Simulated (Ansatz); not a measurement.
# CaZrN2 (R-3m, No. 166, 4 atoms in the cell; start mp-1029267)

Method: LDA in Ansatz (plane waves, PAW).

Numerical settings: plane-wave cutoff 520 eV, 12×12×12 k mesh, Fermi–Dirac smearing 0.01 eV, scalar-relativistic PAW data made under PBE.

Cell (relaxed with PBEsol):

```
CELL_PARAMETERS angstrom
      1.64296     0.94856     5.55596
     -1.64296     0.94856     5.55596
      0.00000    -1.89713     5.55596
ATOMIC_POSITIONS crystal
  Ca 0.00000 0.00000 0.00000
  Zr 0.50000 0.50000 0.50000
  N  0.23853 0.23853 0.23853
  N  0.76147 0.76147 0.76147
```

* **band gap**: 0.34 eV
* **smallest direct gap on the k points sampled**: 0.95 eV
* **Γ–Γ gap**: 2.60 eV

Note: cell and atoms aren't relaxed at this level (largest force component 0.06 eV/Å, pressure -4.5 GPa).

Spin–orbit coupling is not included.

Static lattice: no zero-point or thermal effects.

A start named mp-… is a Materials Project structure, which need not be a measured phase.

Ansatz is a quantum-chemistry and plane-wave program.
